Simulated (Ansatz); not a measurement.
Here is the system:

```yaml
crystal:
  lattice:
    - [4.01211, 0.00000, 0.00000]
    - [-2.00606, 3.47459, 0.00000]
    - [0.00000, 0.00000, 5.04598]
  atoms:
    - { symbol: Te, position: [0.33333, 0.66667, 0.27131] }
    - { symbol: Te, position: [0.66667, 0.33333, 0.72869] }
    - { symbol: Pt, position: [0.00000, 0.00000, 0.00000] }
```

No spin polarisation.

The values are results of Kohn–Sham DFT with the PBE-D3(BJ) functional, run in Ansatz (a quantum-chemistry and plane-wave program) with PAW and 420 eV plane waves, scalar-relativistic without spin-orbit coupling, not measurements. Settings: 16×16×12 k-points, 0.1 eV Fermi–Dirac smearing.

Question: Predict the band gap and pressure.

Answer: The band gap is zero. The pressure (mean of the normal stresses, compression positive) is 2.5 GPa.

The cells carry an imposed strain or load. Stability against distortions was not tested. All final runs are without spin polarisation. The cell was made from PtTe₂ (space group P-3m1, No. 164; layered) by this change: isotropic strain −1.00 %.
